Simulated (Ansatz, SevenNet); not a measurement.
Elastic constant C44 (GPa) of solids drawn from the class of intermetallic compounds, at two levels: the machine-learned potential SevenNet-0 (trained on PBE and PBE+U data), and PBE (Ansatz, a first-principles code, plane waves, PAW).

| solid | SevenNet-0 | PBE | shift (%) |
|---|---|---|---|
| L1₀ (CuAu-type) CuAu | 37.1 | 58.9 | +59 |
| L1₀ (CuAu-type) TiAl | 40.4 | 112 | +177 |
| L1₂ (Cu3Au-type) Ni₃Al | 102 | 132 | +29 |
| L1₂ (Cu3Au-type) Pt₃Ti | 63.0 | 137 | +117 |
| L1₂ (Cu3Au-type) Cu₃Au | 50.9 | 64.2 | +26 |
| L1₂ (Cu3Au-type) Ni₃Fe | 74.8 | 129 | +72 |
| CsCl-type CuZn | 38.2 | 82.3 | +115 |
| CsCl-type RuAl | 67.6 | 126 | +86 |
| fluorite PtAl₂ | 35.9 | 44.6 | +24 |
| L1₂ (Cu3Au-type) Al₃Sc | 26.2 | 70.5 | +169 |

The shifts run from +24 % to +177 %, with a median of +79 %.

Over all 10 rows PBE is the larger in 10.

Ansatz's runs of these crystals have no spin polarisation, but for L1₂ (Cu3Au-type) Ni3Al, L1₂ (Cu3Au-type) Ni3Fe.

Density-functional runs with spin start from parallel moments for L1₂ (Cu3Au-type) Ni3Al, parallel moments for L1₂ (Cu3Au-type) Ni3Fe.

Spin–orbit coupling is left out, also for the solids with elements from indium on (L1₀ (CuAu-type) CuAu, L1₂ (Cu3Au-type) Pt3Ti, L1₂ (Cu3Au-type) Cu3Au, fluorite PtAl2); its size isn't shown.

Each level is taken at its own relaxed cell. Ansatz's density-functional and Hartree–Fock values are scalar-relativistic unless marked +SOC, with PAW data made under PBE.
